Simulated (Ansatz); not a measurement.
White tin (β-Sn), treated with r²SCAN-D4 in Ansatz (plane waves, PAW).

Numerical settings: plane-wave cutoff 560 eV, 20×20×20 k mesh, Fermi–Dirac smearing 0.05 eV, scalar-relativistic PAW data made under PBE.

Cell (relaxed at this level):

```
Sn
1.0
   -2.92934     2.92934     1.58589
    2.92934    -2.92934     1.58589
    2.92934     2.92934    -1.58589
Sn
2
Direct
  0.25000   0.75000   0.50000
  0.00000   0.00000   0.00000
```

Problem. Predict the bulk modulus and pressure derivative B′ of the bulk modulus.

Solution. 
bulk modulus: 56.4 GPa
pressure derivative B′ of the bulk modulus: 4.8

The run finds no gap.

Measured, for comparison: bulk modulus 57.0 GPa (temperature not stated, not corrected to a static lattice; as tabulated in Chen et al. (2023), arXiv:2209.05059). Computed (rounded) less measured: bulk modulus -1 %.

Note: the bulk modulus comes from volumes at which shape and atoms were relaxed.

Spin–orbit coupling is not included.

Static lattice: no zero-point or thermal effects.

Ansatz is a program for electronic structure.
